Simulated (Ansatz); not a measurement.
Input:

```xyz
2
Lattice="0.0000 3.1085 3.1085 3.1085 0.0000 3.1085 3.1085 3.1085 0.0000" Properties=species:S:1:pos:R:3 pbc="T T T"
Sn     0.0000     0.0000     0.0000
Te     3.1085     3.1085     3.1085
```

No spin polarisation.

Computed with plane-wave PAW DFT at the PBE level (Ansatz, a first-principles code, 420 eV), no spin-orbit coupling. Γ-centred 13×13×13 mesh, Fermi–Dirac width 0.05 eV.

Question: Predict the pressure and space group.

Answer: 
```json
{
 "pressure": "4.53 GPa",
 "space_group": "Fm-3m (No. 225)"
}
```

The cells carry an imposed strain or load. Whether these cells are dynamically stable was not tested. The cell was made from SnTe in the rock salt structure (space group Fm-3m, No. 225) by this change: isotropic strain −3.00 %.
